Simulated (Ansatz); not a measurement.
The starting structures come from a database of crystals and need not be the phases stable at ambient conditions.

 Where the default PAW files enter, the runs use the earlier of Ansatz's two default sets.

Consider the following.

```
CELL_PARAMETERS angstrom
      5.47544     0.00000     0.00000
     -2.73772     4.74187     0.00000
      0.00000     0.00000     4.18847
ATOMIC_POSITIONS crystal
  Sr 0.66667 0.33333 0.26353
  Sr 0.33333 0.66667 0.73647
  Mg 0.00000 0.00000 0.00000
  H  0.35308 0.17654 0.76525
  H  0.64692 0.82346 0.23475
  H  0.82346 0.17654 0.76525
  H  0.17654 0.82346 0.23475
  H  0.82346 0.64692 0.76525
  H  0.17654 0.35308 0.23475
```

Space group of this cell: P-3m1. The cell is taken as given.

Transport runs along the normal of the first two printed cell vectors, the (001) plane of the conventional cell.

The gap is the functional's own, uncorrected, and κ follows it; spin-orbit coupling is left out. Mid-gap values are interpolated between the computed energies.

Question: Predict the band gap and the smallest decay constant κ at mid-gap from r2SCAN (Ansatz, a quantum-chemistry and plane-wave program).

Answer: Gap 3.33 eV on a 6×6×8 mesh; κ = 0.227 1/Å, at (0.333, 0.333) of the in-plane reciprocal vectors. At the zone centre, at the nearest computed energy, the slowest state has κ = 0.43 1/Å.
